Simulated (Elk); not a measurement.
Input and output of a self-consistent single point for NiSb (P6_3/mmc, 4 atoms in the cell) (Elk).

Level of theory: PBEsol, all-electron FP-LAPW, Elk's shipped species files, APW+lo basis with extra local orbitals (Elk).

```
NiSb
1.0
    1.97836    -3.42662     0.00000
    1.97836     3.42662     0.00000
    0.00000     0.00000     5.16488
Ni Sb
2 2
Cartesian
  0.00000   0.00000   2.58244
  0.00000   0.00000   0.00000
  1.97836   1.14221   1.29122
  1.97836  -1.14221   3.87366
```

Reference input (self-consistent single point, DFT, PBE, all-electron FP-LAPW, Elk's shipped species files, APW+lo basis with extra local orbitals): xctype = 20; rgkmax = 8; stype = 0; swidth = 0.00734986 Ha; ngridk = 8 8 5; tforce = true; gmaxvr = 18 1/bohr; lmaxapw = 10; lmaxo = 8; nxlo = 2; lorbcnd = true; lradstp = 2. This run's input differs from it in these lines:

```diff
@@ -4,3 +4,3 @@
 xctype
-  20
+  22
```

Log, with long lists cut:

```
│ Self-consistent loop started │
│ Loop number : 1 │
 total energy                :     -16037.7023308
│ Loop number : 2 │
 total energy                :     -16036.2520298
RMS change in Kohn-Sham potential (target) :   0.3672031837     (  0.1000000000E-05)
Absolute change in total energy (target)   :    1.450300957     (  0.1000000000E-03)
│ Loop number : 3 │
 total energy                :     -16028.9978892
RMS change in Kohn-Sham potential (target) :   0.2726307418     (  0.1000000000E-05)
Absolute change in total energy (target)   :    7.616715805     (  0.1000000000E-03)
│ Loop number : 4 │
   [... lines left out ...]
Absolute change in total energy (target)   :   0.2738971634E-03 (  0.1000000000E-03)
│ Loop number : 17 │
 total energy                :     -16000.8665192
RMS change in Kohn-Sham potential (target) :   0.7023384457E-06 (  0.1000000000E-05)
Absolute change in total energy (target)   :   0.1745942154E-03 (  0.1000000000E-03)
│ Loop number : 18 │
 total energy                :     -16000.8664914
RMS change in Kohn-Sham potential (target) :   0.1703762681E-06 (  0.1000000000E-05)
Absolute change in total energy (target)   :   0.7142461618E-04 (  0.1000000000E-03)
Convergence targets achieved

│ Loop number : 19 │

Energies :
 Fermi                       :     0.334880660082
 total energy                :     -16000.8664833

Density of states at Fermi energy :    67.00245772
 (states/Hartree/unit cell)

Estimated indirect band gap :   0.2376295547E-02
 from k-point      2 to k-point     14
Estimated direct band gap   :   0.1754632672E-01
 at k-point     12

Charges :
 core                        :    96.00000000
 valence                     :    62.00000000
 interstitial                :    6.947041365
 muffin-tins (core leakage)
  species :    1 (Ni)
   atom    1                 :    26.99094016     (  0.7025598658E-03)
   atom    2                 :    26.99094016     (  0.7025598658E-03)
  species :    2 (Sb)
   atom    1                 :    48.53553915     (  0.2057095699E-02)
   [... lines left out ...]
   total force               :    -0.00000000   -0.00000000    0.00000000
   total magnitude           :     0.00000000
  atom :    2
   Hellmann-Feynman          :     0.00000000   -0.00000000    0.00000000
   IBS                       :    -0.00000000    0.00000000    0.00000000
   total force               :     0.00000000    0.00000000    0.00000000
   total magnitude           :     0.00000000
```

The run converged in 19 iterations. The count includes the last loop, which Elk runs after its targets are met. 

The starting cell has typed, rounded lattice constants, without a prior relaxation at this level. Its lattice was rescaled by a random factor within 2.5 % of one. Spin-orbit coupling is off. Spin polarisation is off. Values depend on the basis (sphere radii, cutoffs, local orbitals), which need not be converged. The log's line on a gap gives a spacing of levels on this mesh, which the program prints for metals too.

Cost on one core of a shared machine: roughly 4 min.
